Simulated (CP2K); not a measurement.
Worked example: self-consistent single point of N2 (P4_2/mnm, 4 atoms in the cell) in CP2K

Method: CP2K with LDA (Pade form), GPW, DZVP-MOLOPT-SR-GTH basis, GTH-PADE potentials (GTH_POTENTIALS).

Input as run:

```
&GLOBAL
  PROJECT run
  RUN_TYPE ENERGY_FORCE
  PRINT_LEVEL LOW
&END GLOBAL
&FORCE_EVAL
  METHOD Quickstep
  STRESS_TENSOR ANALYTICAL
  &DFT
    BASIS_SET_FILE_NAME BASIS_MOLOPT
    POTENTIAL_FILE_NAME GTH_POTENTIALS
    &QS
      METHOD GPW
      EPS_DEFAULT 1E-10
    &END QS
    &MGRID
      CUTOFF 400
      REL_CUTOFF 40
      NGRIDS 4
    &END MGRID
    &SCF
      SCF_GUESS ATOMIC
      EPS_SCF 1E-6
      MAX_SCF 100
      ADDED_MOS 5
      &DIAGONALIZATION
        ALGORITHM STANDARD
      &END DIAGONALIZATION
      &MIXING
        METHOD BROYDEN_MIXING
        ALPHA 0.3
        NBUFFER 12
        BETA 1
      &END MIXING
    &END SCF
    &KPOINTS
      SCHEME MONKHORST-PACK 5 5 4
      GAMMA_CENTERED T
    &END KPOINTS
    &XC
      &XC_FUNCTIONAL PADE
      &END XC_FUNCTIONAL
    &END XC
    &PRINT
      &MO
        EIGENVALUES T
        OCCUPATION_NUMBERS T
        NDIGITS 8
        FILENAME mo
        &EACH
          QS_SCF 0
        &END EACH
        ADD_LAST NUMERIC
      &END MO
      &MULLIKEN OFF
      &END MULLIKEN
    &END PRINT
  &END DFT
  &SUBSYS
    &CELL
      A 4.10448000 0.00000000 0.00000000
      B 0.00000000 4.10448000 0.00000000
      C 0.00000000 0.00000000 5.37264000
      PERIODIC XYZ
    &END CELL
    &COORD
      N        3.71159917     3.71159917     0.00000000
      N        0.39288083     0.39288083     0.00000000
      N        2.44512083     1.65935917     2.68632000
      N        1.65935917     2.44512083     2.68632000
    &END COORD
    &KIND N
      BASIS_SET DZVP-MOLOPT-SR-GTH-q5
      POTENTIAL GTH-PADE-q5
    &END KIND
  &END SUBSYS
  &PRINT
    &FORCES ON
    &END FORCES
    &STRESS_TENSOR ON
    &END STRESS_TENSOR
  &END PRINT
&END FORCE_EVAL
```

The program printed (abridged):

```
 GLOBAL| Method name                                                        CP2K
 GLOBAL| Project name                                                        run
 GLOBAL| Run type                                                   ENERGY_FORCE

 TOTAL NUMBERS AND MAXIMUM NUMBERS

  Total number of            - Atomic kinds:                                   1
                             - Atoms:                                          4
                             - Shell sets:                                     4
                             - Shells:                                        20
                             - Primitive Cartesian functions:                 20
                             - Cartesian basis functions:                     56
                             - Spherical basis functions:                     52

  Maximum angular momentum of- Orbital basis functions:                        2
                             - Local part of the GTH pseudopotential:          2
                             - Non-local part of the GTH pseudopotential:      0

 SCF PARAMETERS         Density guess:                                    ATOMIC
                        max_scf:                                             100
                        max_diis:                                              4
                        eps_scf:                                        1.00E-06
                        eps_diis:                                       1.00E-01
                        eps_eigval:                                     1.00E-05
                        level_shift [a.u.]:                             0.000000
                        added MOs                                         5    0
                        Mixing method:                            BROYDEN_MIXING
                                                charge density mixing in g-space
                        No outer SCF

 Extrapolation method: initial_guess

 Number of electrons:                                                         20
 Number of occupied orbitals:                                                 10
 Number of molecular orbitals:                                                15

 Number of orbital functions:                                                 52
 Number of independent orbital functions:                                     52

 SCF WAVEFUNCTION OPTIMIZATION

  Step     Update method      Time    Convergence         Total energy    Change
     1 NoMix/Diag. 0.30E+00      -     0.82449088       -39.2519215646 -3.93E+01
     2 Broy./Diag. 0.30E+00      -     0.03402182       -38.2848869555  9.67E-01
     3 Broy./Diag. 0.30E+00      -     0.07271348       -39.3039168006 -1.02E+00
     4 Broy./Diag. 0.30E+00      -     0.00429111       -39.8594994277 -5.56E-01
     5 Broy./Diag. 0.30E+00      -     0.00171502       -39.7500362417  1.09E-01
     6 Broy./Diag. 0.30E+00      -     0.00085834       -39.7359495524  1.41E-02
     7 Broy./Diag. 0.30E+00      -     0.00076372       -39.7441548593 -8.21E-03
     8 Broy./Diag. 0.30E+00      -     0.00007089       -39.7483856471 -4.23E-03
     9 Broy./Diag. 0.30E+00      -     0.00003152       -39.7487611691 -3.76E-04
    10 Broy./Diag. 0.30E+00      -     0.00000305       -39.7488152081 -5.40E-05
    11 Broy./Diag. 0.30E+00      -     0.00000205       -39.7487843788  3.08E-05
    12 Broy./Diag. 0.30E+00      -     0.00000208       -39.7487751956  9.18E-06
    13 Broy./Diag. 0.30E+00      -     0.00000016       -39.7487820252 -6.83E-06

  *** SCF run converged in    13 steps ***

  Electronic density on regular grids:        -19.9999999999        0.0000000001
  Core density on regular grids:               19.9999999992       -0.0000000008
  Total charge density on r-space grids:       -0.0000000007
  Total charge density g-space grids:          -0.0000000007

  Overlap energy of the core charge distribution:               0.00000672548000
  Self energy of the core charge distribution:                -97.55015661874408
  Core Hamiltonian energy:                                     27.86734782280701
  Hartree energy:                                              39.50277931461235
  Exchange-correlation energy:                                 -9.56875926938648

  Total energy:                                               -39.74878202523120

 ENERGY| Total FORCE_EVAL ( QS ) energy [hartree]            -39.748783868899430

 FORCES| Atomic forces [hartree/bohr]
 FORCES|   Atom     x               y               z               |f|
 FORCES|      1 -4.73000117E-03 -4.73000117E-03  8.20268339E-11   6.68923181E-03
 FORCES|      2  4.73000116E-03  4.73000116E-03  8.11773212E-11   6.68923179E-03
 FORCES|      3  4.73000348E-03 -4.73000345E-03 -3.37966135E-12   6.68923505E-03
 FORCES|      4 -4.73000345E-03  4.73000348E-03  2.86713916E-11   6.68923505E-03
 FORCES| Sum     9.75575176E-12  9.75708403E-12  1.88495885E-10
 FORCES| Total atomic force                                       1.89000196E-10

 STRESS| Analytical stress tensor [bar]
 STRESS|                        x                   y                   z
 STRESS|      x        4.65746566008E+02  -1.34001345200E-03  -9.73511162555E-06
 STRESS|      y       -1.34001345200E-03   4.65746566008E+02   9.16175873280E-06
 STRESS|      z       -9.73511162555E-06   9.16175873280E-06  -7.47584123326E+03
 STRESS| 1/3 Trace                                            -2.18144936708E+03
```

The run converged in 13 iterations.

The starting cell comes from a database of computed structures (which also holds hypothetical and non-ambient phases and stackings), without a prior relaxation at this level. Its lattice was rescaled by up to half a per cent. Values carry the incompleteness of an atom-centred basis.
